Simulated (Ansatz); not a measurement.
Partial pair distribution functions of a relaxed model of amorphous Ti20O43In2, broadened by 0.06 Å; density 3.80 g/cm³. Computed with PBE, scalar-relativistic without spin-orbit coupling (plane waves to 420 eV, PAW; Ansatz, a quantum-chemistry and plane-wave program).

It comes from a melt-quench run on a machine-learned potential (CHGNet), relaxed afterwards by DFT. O atoms were pushed apart under 1.9 Å during the dynamics, to hinder bonds among them. The hot cell started wider than the set density and was brought back towards it in steps. It is the lowest in DFT energy of 2 quenches. It is a model cell: composition and starting density were chosen by hand, and all elements were melted together. No dispersion term was used. Its density started from a set value of 3.87 and ended at 3.80 g/cm³. Cooling (nominally 360 K/ps over its main leg) ran many orders faster than in experiment, which tends to leave more defects and strain. A cell of this size samples the disorder only roughly. Volume and shape were free in the relaxation. On a 2×2×2 Γ-centred mesh force components of up to 0.17 eV/Å stay, since the relaxation ran on the zone centre alone.

| r (Å) | g Ti-O | g O-In | g Ti-Ti | g O-O |
|---|---|---|---|---|
| 1.55 | 0.00 | 0.00 | 0.00 | 0.00 |
| 1.65 | 0.22 | 0.00 | 0.00 | 0.00 |
| 1.75 | 2.81 | 0.00 | 0.00 | 0.00 |
| 1.85 | 6.69 | 0.01 | 0.00 | 0.00 |
| 1.95 | 5.41 | 0.70 | 0.00 | 0.00 |
| 2.05 | 3.52 | 5.14 | 0.00 | 0.00 |
| 2.15 | 1.45 | 5.34 | 0.00 | 0.00 |
| 2.25 | 0.67 | 2.53 | 0.00 | 0.02 |
| 2.35 | 0.30 | 2.73 | 0.00 | 0.37 |
| 2.45 | 0.16 | 1.02 | 0.00 | 0.92 |
| 2.55 | 0.07 | 0.05 | 0.00 | 1.01 |
| 2.65 | 0.18 | 0.19 | 0.03 | 2.00 |
| 2.75 | 0.13 | 0.66 | 0.35 | 2.91 |
| 2.85 | 0.17 | 0.14 | 1.00 | 2.69 |
| 2.95 | 0.29 | 0.00 | 1.63 | 2.67 |
| 3.05 | 0.23 | 0.00 | 1.52 | 2.26 |
| 3.15 | 0.24 | 0.00 | 1.20 | 1.45 |
| 3.25 | 0.40 | 0.00 | 2.09 | 1.03 |
| 3.35 | 0.41 | 0.15 | 1.97 | 0.79 |
| 3.45 | 0.93 | 0.77 | 2.00 | 0.66 |
| 3.55 | 1.12 | 1.09 | 2.31 | 0.65 |
| 3.65 | 1.07 | 1.94 | 1.91 | 0.66 |
| 3.75 | 1.08 | 0.91 | 1.02 | 0.66 |
| 3.85 | 1.30 | 1.38 | 0.69 | 0.61 |
| 3.95 | 1.26 | 2.06 | 0.54 | 0.72 |
| 4.05 | 1.15 | 2.00 | 1.10 | 0.63 |
| 4.15 | 1.36 | 1.00 | 1.28 | 0.57 |
| 4.25 | 1.36 | 0.58 | 0.79 | 0.58 |
| 4.35 | 1.37 | 0.86 | 0.48 | 0.53 |
| 4.45 | 1.76 | 1.04 | 0.30 | 0.65 |

Within 2.50 Å each Ti has 5.30 O neighbours on average.
